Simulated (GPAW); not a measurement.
Band structure of RbPbF3 (Pm-3m, 5 atoms in the cell).

```xyz
5
Lattice="4.8617 0.0000 0.0000 0.0000 4.8617 0.0000 0.0000 0.0000 4.8617" Properties=species:S:1:pos:R:3 pbc="T T T"
Rb     0.0000     0.0000     0.0000
Pb     2.4309     2.4309     2.4309
F      0.0000     2.4309     2.4309
F      2.4309     0.0000     2.4309
F      2.4309     2.4309     0.0000
```

Computed with PBEsol, GPAW PAW datasets PBEsol (made by gpaw-setup) (plane waves; GPAW 25.7.0).

Settings: mode = pw; ecut = 900 eV; xc = PBEsol; kpts = 4 4 4; mesh shift (steps) = 0 0 0; occupations.name = fermi-dirac; occupations.width = 0 eV; nbands = -8; convergence.density = 1e-05 e/electron; convergence.energy = 1e-05 eV/electron; convergence.bands = -6; symmetry.symmorphic = false; symmetry.tolerance = 0.0005; maxiter = 150.

The starting cell comes from a database of computed structures (which also holds hypothetical and non-ambient phases and stackings), without a prior relaxation at this level. Spin-orbit coupling is off.

Problem. Predict the gap along the standard path and the places of the band edges.

Solution. The gap along the path is 2.90 eV, direct at R to within 0.01 eV. Another conduction valley lies within 0.1 eV, so the order of the valleys is not sure.

Levels in eV from the top of the valence band on the SCF mesh, bands 19 to 26:
```
point     19     20     21     22    23    24    25    26
-----  -----  -----  -----  -----  ----  ----  ----  ----
Γ      -3.44  -3.43  -3.43  -3.43  3.75  5.53  5.53  6.12
X      -3.48  -3.47  -3.47  -1.96  2.95  5.53  5.53  6.14
M      -3.53  -3.51  -3.17  -0.90  3.45  3.45  5.60  5.70
R      -3.17  -3.17  -3.17   0.00  2.90  2.90  2.90  6.97
```
